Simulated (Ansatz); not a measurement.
Migration of interstitial Ca, charge +2, in different hosts. All values below come from PBE, PAW (plane waves to 420 eV; Ansatz, a program for electronic structure).

Barriers are those of the lowest checked hop between equivalent sites, from the lowest site run (climbing-image NEB, static, fixed cells, no finite-size terms; on the finer meshes named, energies are single points at the band's geometries). One hop need not carry long-range diffusion, and untried routes could be lower. Saddle orders were checked for a part of the study's bands only and are not shown. Charge states are imposed.

```
Host                       Route  Hop (Å)                                     Neighbours at the saddle  Barrier (eV)                              Cell
-------------  -----------------  -------  -----------------------------------------------------------  ------------  --------------------------------
corundum       Ca moves farthest     1.95                                                3 O at 2.00 Å          1.12  120 sites, 2×2×2 shifted along c
rock-salt CaO  Ca moves farthest     2.41  Ca at 2.44, Ca at 2.45; 2 O at 2.05, O at 2.65, O at 2.67 Å          1.38           64 sites, 2×2×2 shifted
silicon        Ca moves farthest     2.35                                               6 Si at 2.57 Å    (withheld)           64 sites, 3×3×3 shifted
```

Question: What belongs in the gaps?

Answer: 
- silicon, Barrier (eV): 1.54
